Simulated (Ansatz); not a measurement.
OH on the 1x1 (111) surface of fcc Cu, one in a 2x2 cell: adsorption energies (eV for each) against H2O(g) − ½ H2(g) in Ansatz (plane waves, PAW). Structures relaxed with PBE; the other functionals are single points on them, with slab and gas at the same level. No dispersion, zero-point or thermal terms. Rows are starts at which the adsorbate stayed; left out, since it moved away, changed or didn't bind there, or the run didn't converge: top Cu.

Slab: 18 atoms, 6.2 Å thick at the start under the adsorbate (thin: gaps and levels are the slab's own); k 6x6x1, smearing 0.1 eV, dipole-corrected; 8 atoms held, the rest relaxed; each run with such symmetry as its start has; spin-polarised, no spin-orbit, no U, no dispersion correction.

```tsv
site	PBE	RPBE	r2SCAN
hollow Cu-Cu-Cu over Cu at depth 2.1 Å	0.33	0.56	0.00
hollow Cu-Cu-Cu over Cu at depth 4.1 Å	0.29	0.53	-0.05
bridge Cu-Cu (span 2.6 Å)	0.37	0.56	0.10
```

RPBE moves the energies by 0.21 eV on average against PBE and puts 'hollow Cu-Cu-Cu over Cu at depth 4.1 Å' lowest, as PBE does. r2SCAN moves the energies by -0.32 eV on average against PBE and puts 'hollow Cu-Cu-Cu over Cu at depth 4.1 Å' lowest, as PBE does.

Ansatz is an electronic-structure program.
